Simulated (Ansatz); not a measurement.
Take YN in the rock salt structure (space group Fm-3m, No. 225; a = 4.906 Å) as the base.

Method: PBE, PAW, 420 eV (Ansatz, a quantum-chemistry and plane-wave program; spin-orbit coupling left out).

Before the change:

```
Item                                    Value
----------------------------  ---------------
Gap character                 indirect, Γ → X
Gap between the host's bands          0.21 eV
```

The change: electron doping at 2.0×10^21 cm⁻³ (0.0590 per cell), with a uniform compensating background at fixed cell and a 300 K Fermi–Dirac width.

Predict the new Fermi level from band edge.

The Fermi level relative to the doped band's edge (positive inside the band; to 0.05 eV) comes out as +0.75 eV.

Predict the new gap character.

The gap character is still indirect, Γ → X.

Estimate the effect on the gap between the host's bands.

The gap between the host's bands is nearly the same (0.21 eV against 0.20 eV).

Carriers are added with a uniform compensating background; total energy and stress of such cells depend on the potential's zero and are not compared; many-body gap narrowing is missing at this level. Stability against distortions was not tested. The base started in Pnma and relaxed to Fm-3m at this level. The zero or small gap of YN can change with the level of theory.
